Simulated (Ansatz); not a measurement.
The starting structures come from a database of crystals and need not be the phases stable at ambient conditions.

By PBEsol, the system below comes out a metal.

A figure of merit of an interconnect metal is its ballistic conductance per area.

Given:

```
CELL_PARAMETERS angstrom
      4.52657     0.00000     0.00000
     -1.63996     4.42501     0.00000
     -0.81998     2.21250     1.36229
ATOMIC_POSITIONS crystal
  Cu 0.00000 0.00000 0.00000
  Pt 0.50000 0.50000 0.00000
```

The cell is taken as given; by PBEsol it stands under a pressure of -4.0 GPa.

The current flows along the normal of the first two printed cell vectors, the (110) plane of the conventional cell. No spin-orbit coupling; the value is a mean over 0.1 eV about the Fermi level.

Problem. Compute, with PBEsol in Ansatz (a quantum-chemistry and plane-wave program), the ballistic conductance per area.

Solution. 1.0 × 10¹⁵ S/m² for both spins.
